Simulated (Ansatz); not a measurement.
A computed series for Tl: response to strain

The parent structure is Tl in the hcp (Mg type) structure (space group P6_3/mmc, No. 194; a = 3.476 Å, c = 5.472 Å; relaxed with 0.1 eV smearing). Axes: x lies along a and z along c of the hexagonal cell.

Strains are applied to the cell and any free atomic positions relax; under biaxial strain the out-of-plane vector relaxes too.

All numbers come from plane-wave PAW DFT at the PBEsol level (Ansatz, a program for electronic structure, 420 eV), without spin-orbit coupling.

Candidates:
(a) biaxial strain +2.50 %, plane normal [001], relaxed out of plane
(b) biaxial strain +1.50 %, plane normal [001], relaxed out of plane
(c) biaxial strain −0.50 %, plane normal [001], relaxed out of plane

Problem. Order them by out-of-plane strain, highest first.

Solution. (c) biaxial strain −0.50 %, plane normal [001], relaxed out of plane (+0.56 %), (b) biaxial strain +1.50 %, plane normal [001], relaxed out of plane (-1.32 %), (a) biaxial strain +2.50 %, plane normal [001], relaxed out of plane (-2.10 %)

Stability against distortions was not tested.
